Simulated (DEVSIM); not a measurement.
System: abrupt CdTe p-n junction, at 350 K.

Layer 1 from the left is CdTe, thickness (μm) 1.20, Na (cm⁻³) 4e15, τn (s) 2.3e-9, τp (s) 2.3e-9. Layer 2 from the left is CdTe, thickness (μm) 13.0, Nd (cm⁻³) 2.6e14, τn (s) 2.3e-9, τp (s) 2.3e-9.

Left contact: ohmic. Right contact: ohmic. Voltage is applied to the left contact. Recombination: SRH at mid-gap, Auger. Mobility is constant in doping.

Constants are typed, rounded textbook-type inputs, not results; the design itself was drawn at random and stands for no fabricated device. Values at 300 K; Nc and Nv go as T^1.5, mobilities as T to minus their exponent, the gap by Varshni's rule with the affinity fixed.

CdTe: gap (eV) 1.5, affinity (eV) 4.28, permittivity 10.2, Nc (cm⁻³) 8e17, Nv (cm⁻³) 1.8e19, μn (cm²/Vs) 1000, μp (cm²/Vs) 80, T exponent of μn 1.7, T exponent of μp 1.5, Cn (cm⁶/s) 1e-30, Cp (cm⁶/s) 1e-30, Varshni α (eV/K) 0.00031, Varshni β (K) 108.

Model (solved in DEVSIM): 1D drift-diffusion, Boltzmann statistics, complete ionisation; no tunnelling, impact ionisation, image-force lowering or self-heating.

Problem. What does the simulation give for the largest field in the device at zero bias, the potential step across the device at zero bias, the dark forward voltage at 1 A/cm²?

Solution. largest field in the device at zero bias 9000 V/cm; potential step across the device at zero bias 0.976 V; dark forward voltage at 1 A/cm² 0.918 V.
